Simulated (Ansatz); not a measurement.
# ZrSeO under a change: strain tensor (xx, yy, zz, yz, xz, xy) = (+0.39, +0.03, +0.62, +0.44, −0.52, −0.28) %

Take ZrSeO (space group P4/nmm, No. 129; a = 3.647 Å, c = 6.588 Å; a cell from a computed database, its experimental status unchecked) as the base. Axes: x, y, z lie along a, b, c of the conventional cell.

Now apply this change: the symmetric strain tensor [0.0039 -0.0028 -0.0052; -0.0028 0.0003 0.0044; -0.0052 0.0044 0.0062]; the atoms relax in the strained cell.

Computed with PBEsol, PAW, 420 eV (Ansatz, a quantum-chemistry and plane-wave program; spin-orbit coupling left out). Settings: 9×9×5 k-points, 0.05 eV Fermi–Dirac smearing.

The volume per atom increases by 0.15 Å³ to 14.75 Å³ and the space group becomes P-1 (No. 2) (base: P4/nmm (No. 129)). The shortest interatomic distance drops by 0.004 Å (2.194 Å → 2.190 Å) and the energy goes up by 1.7 meV/atom. The pressure (mean of the normal stresses, compression positive) goes from zero to -15.3 kbar and the band gap grows by 0.03 eV to 0.45 eV. The gap character stays direct at Γ and the electron mass goes from 0.87 mₑ along c, 0.32 mₑ across (at Γ) to 0.93 mₑ along z, 0.33 mₑ across (at Γ). The valence-band top at Γ (three highest levels, from the VBM) changes from 0.00, 0.00, -1.35 eV to 0.00, -0.04, -1.31 eV and the stress (xx, yy, zz, yz, xz, xy; compression positive) is (-1.62, -1.18, -1.78, -0.81, 0.95, 0.56) GPa.

Final structure:

```xyz
6
Lattice="3.6609 -0.0102 -0.0188 -0.0102 3.6478 0.0160 -0.0339 0.0290 6.6287" Properties=species:S:1:pos:R:3 pbc="T T T"
Zr     1.8267    -0.0019     1.2129
Zr    -0.0352     1.8497     5.4145
Se     1.8106     0.0119     4.1529
Se    -0.0192     1.8359     2.4745
O      1.8268     1.8201    -0.0020
O     -0.0014    -0.0013     0.0006
```

Masses are band curvatures over ±0.01 Å⁻¹ around the edge. Stability against distortions was not tested. Labels are those of the standard path for the cell's own space group.
